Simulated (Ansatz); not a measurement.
TaN (model structure, started from the NbAs type, I4₁md, No. 109, 4 atoms in the cell): properties by level of theory

| level (code) | lattice parameter a (Å) | c axis length (Å) | cohesive energy (eV/atom) | band gap (eV) |
|---|---|---|---|---|
| PBEsol (Ansatz) | 2.888 | 10.195 | 8.50 | 0.55 |
| r²SCAN (Ansatz) | 2.902 | 10.239 | 7.67 | 0.75 |
| r²SCAN+rVV10 (Ansatz) | 2.896 | 10.216 | 7.95 | 0.75 |

Computed values are for a static lattice. Spin–orbit coupling is included only where a level's name says +SOC; with heavier elements it mostly lowers gaps and can invert bands.  Each level is taken at its own relaxed cell. Cutoffs differ between the levels. Ansatz's density-functional and Hartree–Fock values are scalar-relativistic unless marked +SOC, with PAW data made under PBE.

Ansatz's density-functional and Hartree–Fock values are scalar-relativistic unless marked +SOC, with PAW data made under PBE.

Free atoms are spin-polarised, in the lowest state found; at levels without +SOC their spin–orbit coupling is left out.

The computed numbers hold no vibrational or temperature effects.

A model structure was made by putting elements into a prototype or built by hand; it is no filed structure, need not be a known phase, and can be a saddle point held by its symmetry.

Ansatz is a first-principles code.
